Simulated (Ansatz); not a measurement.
A hypothetical phase is included: elements placed on a structure type, which no database files for this compound.

By r2SCAN, the system below comes out a metal.

Input:

```
CELL_PARAMETERS angstrom
      4.86862     0.00000     0.00000
     -2.43431     4.21635     0.00000
      2.43431     1.40545     3.97521
ATOMIC_POSITIONS crystal
  Sb 0.50000 0.25000 0.25000
  Sb 0.00000 0.50000 0.50000
```

The cell was relaxed by PBE-D3(BJ); by r2SCAN it stands under a pressure of 0.9 GPa.

The current flows along the normal of the first two printed cell vectors, the (111) plane of the conventional cell. No spin-orbit coupling; the value is a mean over 0.1 eV about the Fermi level.

Task: State the ballistic conductance per area according to r2SCAN (Ansatz, an electronic-structure program).

Result: 0.34 × 10¹⁵ S/m² for both spins.
